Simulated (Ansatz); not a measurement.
Where the default PAW files enter, the runs use the earlier of Ansatz's two default sets.

Here is the system:

```
CELL_PARAMETERS angstrom
      3.40772     0.00000     0.00000
     -1.70386     2.95118     0.00000
      1.70386    -0.98373     2.78240
ATOMIC_POSITIONS crystal
  B  0.25000 0.75000 0.25000
  As 0.00000 0.00000 0.00000
```

Space group of this cell: F-43m, zinc blende. The cell is taken as given; by r2SCAN its mean pressure is -3.1 GPa.

Computed with r2SCAN (plane waves, PAW; Ansatz, a quantum-chemistry and plane-wave program).

The current runs along the normal of the first two printed vectors; no spin-orbit coupling. Scaled by the factor s: the length along the current (ions clamped). Meshes 12×12×12 and 12×12 across the current in all rows.

| s | mean pressure (GPa) | slowest mid-gap decay constant κ (1/Å) |
|---|---|---|
| 0.97 | 1.3 | ? |
| 1.00 | -3.1 | 0.122 |
| 1.03 | -6.5 | 0.108 |

Task: Take the slope of the slowest mid-gap decay constant κ against ln s from the two given rows, extrapolate to s = 0.97, and say what the run there gives.

Result: Slope = (0.108 − 0.122) / ln 1.03 = -0.474 1/Å. The line gives 0.122 + (-0.474) × ln 0.97 = 0.136 1/Å. The run gives 0.137 1/Å, 0.001 1/Å over the line, 4 % of the predicted step.
